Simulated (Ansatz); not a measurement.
A calculation on fcc Yb returned lattice constant a 4.995 Å, bulk modulus 23.3 GPa.

For reference: lattice constant a 5.485 Å (measured, 293 K, not corrected to a static lattice; as tabulated in Wikipedia's data pages); bulk modulus 16.3 GPa (measured, temperature not stated, no zero-point or thermal correction; as tabulated in doi:10.1007/BF02743909 (ytterbium under pressure), abstract).

### Question
Which level of theory produced these numbers?
(A) HSE06 (Ansatz, a quantum-chemistry and plane-wave program)
(B) r²SCAN-D4 (Ansatz)
(C) PBE-D4 (Ansatz)
(D) PBEsol+SOC (Ansatz)

### Answer
D, PBEsol+SOC (Ansatz)

The others give: r²SCAN-D4 5.179 Å, 20.7 GPa; HSE06 5.580 Å, 13.0 GPa; PBE-D4 5.145 Å, 20.1 GPa.

Unless a cell is named, each level is at its own relaxed cell (HSE06 43.42, PBE-D4 34.06, PBEsol+SOC 31.17, r²SCAN-D4 34.73 Å³/atom).

Ansatz's density-functional and Hartree–Fock values are scalar-relativistic unless marked +SOC, with PAW data made under PBE.
